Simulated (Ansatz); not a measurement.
# BN, pressure series

Base system: BN in the wurtzite structure (space group P6_3mc, No. 186; a = 2.5545 Å, c = 4.2246 Å).

Cell and atoms are relaxed at each pressure.

Method: PBE (Ansatz, an electronic-structure program), no spin-orbit coupling.

| pressure (GPa) | volume per atom (Å³/atom) |
|---|---|
| -2 | 6.001 |
| -1 | 5.985 |
| 0 | 5.969 |
| 0.9 | 5.954 |
| 2.1 | 5.935 |
| 4.5 | 5.898 |
| 9 | ? |
| 15 | 5.748 |
| 22.5 | 5.650 |

Question: Fit the third-order Birch–Murnaghan form P(V) = (3B₀/2)[(V₀/V)^(7/3) − (V₀/V)^(5/3)]·[1 + (3/4)(B₀′ − 4)((V₀/V)^(2/3) − 1)] (squares taken in P) to the rows shown and predict the withheld row.

Answer: Least squares on the printed values gives V₀ = 5.969 Å³/atom, B₀ = 371 GPa, B₀′ = 3.6; this predicts 5.832 Å³/atom, and the run gives 5.832 Å³/atom, in agreement.

Load acts through the strain it causes; cell and atoms are relaxed under it. Stability against distortions was not tested. No other phases were tried under pressure.
